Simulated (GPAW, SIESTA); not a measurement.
A SIESTA input for a self-consistent single point of TiCo (Pm-3m, 2 atoms in the cell) (DFT, LDA PW92, numerical atomic orbitals DZP, PseudoDojo LDA standard norm-conserving potentials (rewritten from UPF to PSML)):

```
# files in the folder: Ti.psml Co.psml (PseudoDojo LDA standard)
SystemName  TiCo
SystemLabel siesta

NumberOfAtoms                2
NumberOfSpecies              2
%block ChemicalSpeciesLabel
  1 22 Ti
  2 27 Co
%endblock ChemicalSpeciesLabel
LatticeConstant              2.955054 Ang
%block LatticeVectors
     1.000000000    0.000000000    0.000000000
     0.000000000    1.000000000    0.000000000
     0.000000000    0.000000000    1.000000000
%endblock LatticeVectors
AtomicCoordinatesFormat      Ang
%block AtomicCoordinatesAndAtomicSpecies
     0.000000000    0.000000000    0.000000000  1
     1.477527000    1.477527000    1.477527000  2
%endblock AtomicCoordinatesAndAtomicSpecies

XC.functional                LDA
XC.authors                   PW92
PAO.BasisSize                DZP
PAO.EnergyShift              0.01 Ry
MeshCutoff                   350 Ry
%block kgrid.MonkhorstPack
    8   0   0  0.0
    0   8   0  0.0
    0   0   8  0.0
%endblock kgrid.MonkhorstPack
OccupationFunction           MP
OccupationMPOrder            0
ElectronicTemperature        0.1 eV
Spin                         polarized
%block DM.InitSpin
  1 +1.00
  2 +3.00
%endblock DM.InitSpin

MaxSCFIterations             150
SCF.Mixer.Method             Pulay
SCF.Mixer.Weight             0.1
SCF.Mixer.History            6
SCF.DM.Tolerance             1.0E-05
Diag.ParallelOverK           true
WriteForces                  true
Charge.Mulliken              end
```

Translate this input to GPAW.

One input that does it (others would too):

```python
from ase import Atoms
from ase.units import GPa
from gpaw import GPAW

atoms = Atoms(['Ti', 'Co'],
              cell=[[2.955054, 0.000000, 0.000000],
                    [0.000000, 2.955054, 0.000000],
                    [0.000000, 0.000000, 2.955054]],
              scaled_positions=[[0.000000, 0.000000, 0.000000],
                                [0.500000, 0.500000, 0.500000]],
              pbc=True)

atoms.set_initial_magnetic_moments([1.0, 3.0])

calc = GPAW(spinpol=True,
            mode={'name': 'pw', 'ecut': 850},
            xc='LDA',
            kpts={'size': (8, 8, 8), 'gamma': True},
            occupations={'name': 'methfessel-paxton', 'width': 0.1, 'order': 0},
            nbands=-6,
            convergence={'density': 1e-05, 'energy': 1e-05},
            symmetry={'symmorphic': False, 'tolerance': 0.0005},
            maxiter=120)

atoms.calc = calc

energy = atoms.get_potential_energy()
print('Energy (eV):', round(energy, 6))
forces = atoms.get_forces()
print('Forces (eV/Ang):')
print(forces.round(5))
stress = atoms.get_stress()
print('Stress (GPa, Voigt):', (stress / GPa).round(4))
```

Basis, cutoffs, solver keys and any potentials are the target program's own. This input uses DFT LDA (Perdew-Wang 92), plane waves, GPAW PAW datasets LDA (gpaw-data 1.0.1). LDA parametrisations can differ slightly between programs. Both were run: pressure -16.60 GPa in SIESTA and -9.82 in GPAW; size of the net moment 0.00 μB/atom in SIESTA and 0.00 in GPAW.

On SIESTA: the starting cell comes from a database of computed structures (which also holds hypothetical and non-ambient phases and stackings), without a prior relaxation at this level. Its lattice was rescaled by a random factor within 2.5 % of one. The starting moments vanished: the run ended non-magnetic, which need not be the lowest state. Values carry the incompleteness of an atom-centred basis. With a pressure of about -17 GPa the cell is away from its equilibrium volume at this level.

On GPAW: the starting cell comes from a database of computed structures (which also holds hypothetical and non-ambient phases and stackings), without a prior relaxation at this level. Its lattice was rescaled by a random factor within 2.5 % of one. The starting moments vanished: the run ended non-magnetic, which need not be the lowest state. With a pressure of about -10 GPa the cell is away from its equilibrium volume at this level.
